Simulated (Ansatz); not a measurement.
Consider CuI in the zinc blende structure (space group F-43m, No. 216).

```yaml
crystal:
  lattice:
    - [0.00000, 3.01140, 3.01140]
    - [3.01140, 0.00000, 3.01140]
    - [3.01140, 3.01140, 0.00000]
  atoms:
    - { symbol: Cu, position: [0.00000, 0.00000, 0.00000] }
    - { symbol: I, position: [0.25000, 0.25000, 0.25000] }
```

Cartesian axes are those of the cell as printed.

Level of theory: Ansatz (a first-principles code), r2SCAN, PAW, cutoff 500 eV, no SOC.

Base values:

- Valence-band top at Γ: 0.00, 0.00, 0.00 eV
- Valley order: Γ 1.67 eV; L along ⟨111⟩ 2.57 eV; X along ⟨100⟩ 2.90 eV

One thing is altered: tensor shear ε_xy = +2.00 % (engineering shear γ = 0.0400); the atoms relax in the strained cell.

**Question.** Predict the new valence-band top at Γ.

**Answer.** The valence-band top at Γ (three highest levels, from the VBM) changes from 0.00, 0.00, 0.00 eV to 0.00, -0.03, -0.05 eV.

**Question.** How does this affect the stress?

**Answer.** The stress (xx, yy, zz, yz, xz, xy; compression positive) comes out as (0.01, 0.01, 0.00, 0.00, 0.00, -0.92) GPa.

**Question.** How does this affect the valley order?

**Answer.** The valley order (the lowest conduction-band minima on the path, energy above the VBM, named in the base's zone) goes from Γ 1.67 eV; L along ⟨111⟩ 2.57 eV; X along ⟨100⟩ 2.90 eV to Γ 1.63 eV; L along [1-1-1] 2.40 eV; L along [111] 2.68 eV; X along [001] 2.70 eV.

**Question.** Predict the new largest internal atomic displacement.

**Answer.** The largest internal atomic displacement amounts to 0.027 Å.

With I present, leaving out spin-orbit coupling can change the band edges. The levels and masses belong to the bands next to the band gap. Whether these cells are dynamically stable was not tested. The final runs are not spin-polarised.
